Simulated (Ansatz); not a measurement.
# CsSrF$_{3}$ in the cubic perovskite structure (space group Pm-3m, No. 221; a cell from a computed database, its experimental status unchecked)

Space group Pm-3m (No. 221); a = 4.7374 Å, b = 4.7374 Å, c = 4.7374 Å, α = 90.00°, β = 90.00°, γ = 90.00°

| atom | site | symmetry | x | y | z |
|---|---|---|---|---|---|
| Cs | 1a | m-3m | 0.0000 | 0.0000 | 0.0000 |
| Sr | 1b | m-3m | 0.5000 | 0.5000 | 0.5000 |
| F | 3c | 4/mm.m | 0.0000 | 0.5000 | 0.5000 |

The values are results of PBEsol (Ansatz, a quantum-chemistry and plane-wave program), without spin-orbit coupling, earlier PAW set, not measurements. k-mesh 7×7×7 (Γ-centred); smearing 0.05 eV (Fermi–Dirac).

- Volume per atom: 21.26 Å³
- Density: 4.33 g/cm³
- Band gap: 6.30 eV, direct at Γ
- Electron mass: 0.45 mₑ
- Lowest conduction-band minima above the VBM: Γ 6.30 eV
- Total energy: -2297.638 eV/atom (σ→0; compares only within this code and set-up)

Masses are band curvatures over ±0.01 Å⁻¹ around the edge. Stability against distortions was not tested. Many cubic perovskites are stable only at high temperature; tilts and polar distortions were not tested.
